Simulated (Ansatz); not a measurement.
Base system: Ag in the fcc (Cu type) structure (space group Fm-3m, No. 225; a = 4.104 Å; relaxed with 0.1 eV smearing). Axes: x, y, z lie along the cube axes.

All numbers come from Ansatz (a quantum-chemistry and plane-wave program) r2SCAN, scalar-relativistic without spin-orbit coupling.

Strains are applied to the cell and any free atomic positions relax; under biaxial strain the out-of-plane vector relaxes too.

One change was made to it. Results:

| quantity | base | after |
|---|---|---|
| energy relative to the base (free energy F) | 0 meV/atom | +5.7 meV/atom |
| shortest interatomic distance | 2.902 Å | 2.881 Å |
| pressure (mean of the normal stresses, compression positive) | 0.0 GPa | -1.0 GPa |

Name the change that was made.
A) biaxial strain +3.00 %, plane normal [001], relaxed out of plane
B) biaxial strain +1.00 %, plane normal [001], relaxed out of plane
C) biaxial strain +0.50 %, plane normal [001], relaxed out of plane
D) biaxial strain +2.00 %, plane normal [001], relaxed out of plane
E) biaxial strain +1.50 %, plane normal [001], relaxed out of plane

A, biaxial strain +3.00 %, plane normal [001], relaxed out of plane. For comparison, the energy relative to the base in the other runs: biaxial strain +1.00 %, plane normal [001], relaxed out of plane gives +0.8 meV/atom; biaxial strain +2.00 %, plane normal [001], relaxed out of plane gives +2.8 meV/atom; biaxial strain +1.50 %, plane normal [001], relaxed out of plane gives +1.6 meV/atom; biaxial strain +0.50 %, plane normal [001], relaxed out of plane gives +0.2 meV/atom.

No phonon test of stability was made.
